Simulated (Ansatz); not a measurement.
A worked fit of the energy of slabs against their depth, with one run withheld: the (001) slab of Ti (cut from a parent of space group no. 194; 4 atoms in the cell)

```xyz
4
Lattice="2.9352 0.0000 0.0000 -1.4676 2.5420 0.0000 0.0000 0.0000 20.9848" Properties=species:S:1:pos:R:3 pbc="T T T"
Ti     1.4676     0.8473     9.3282
Ti     0.0000     1.6947     7.0000
Ti     1.4676     0.8473    13.9848
Ti     0.0000     1.6947    11.6566
```
(The smallest cell of the table.)

Level of theory: LDA (PW92), default PAW files made with PBE (plane waves; Ansatz, an electronic-structure program).

Base settings: basis.ecutwfc = 420 eV; kpoints.mp_grid.grid = 12 12 1; hamiltonian.xc = lda; hamiltonian.pseudopotentials = {kind: paw} (the program's default PAW files); scf.occupations.method = fermi_dirac; scf.occupations.width = 0.1 eV.

The starting cell has typed, rounded lattice constants, without a prior relaxation at this level. The slab is cut from that crystal, and its faces are unrelaxed. Its lattice was rescaled by up to half a per cent. Spin polarisation is off.

Deep slabs follow E = 2Aγ + N·e, so a straight line through E against N gives the surface energy without a separate bulk run; a round N·e is taken off to keep the numbers short. The area A is 7.461 Å².

```
atoms N  E − N·(-2450.104 eV) (eV)
-------  -------------------------
4                           1.4435
6                                ?
8                           0.7202
10                          0.3590
12                         -0.0021
```

Q: Fit the line to the 4 rows given and predict the withheld one.

A: Means: x̄ = 8.5000, ȳ = 0.63015. Σ(x − x̄)(y − ȳ) = -6.325 and Σ(x − x̄)² = 35.00, so b = -0.1807 and a = ȳ − b·x̄ = 2.1661; γ = a/2A = 2.326 J/m² (unrelaxed) and e = -2450.2847 eV per atom. The largest residual of the fitted rows is 0.00030. At x = 6 the line gives 1.0819 eV. The run gave 1.0811 eV, a miss of 0.0008 eV. The table is a window of a longer ladder. The rows were chosen because the form fits them, the withheld one included, so this shows the method and is no test of the form.

Left out of this page: 1 run of the series outside the window shown, repeating another row's setting, or not comparable.

Keys are those of Ansatz 0.2.
